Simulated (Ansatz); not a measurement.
# A computed series for GaN: element substitutions

Consider GaN in the zinc blende structure (space group F-43m, No. 216; a = 4.5488 Å).

Each row replaces one element on all its sites; cell and atoms are relaxed.

Levels (all Ansatz, a first-principles code, PAW, earlier PAW set): PBE (420 eV, no SOC); PBEsol (420 eV, no spin-orbit coupling).

The base cell above is that of PBE; each level relaxes its own structures.

| case | lattice parameter a, PBE | lattice parameter a, PBEsol |
|---|---|---|
| N → Sb | 6.214 Å | 6.112 Å |
| Ga → B | 3.624 Å | 3.605 Å |
| Ga → Al | 4.403 Å | 4.377 Å |

PBE lies above PBEsol in every row, by 0.019 Å to 0.102 Å. They put the cases in the same order.

Whether these cells are dynamically stable was not tested. All final runs are without spin polarisation. This is not the structure that GaN has at room temperature and ambient pressure. This is not the structure that AlN has at room temperature and ambient pressure.
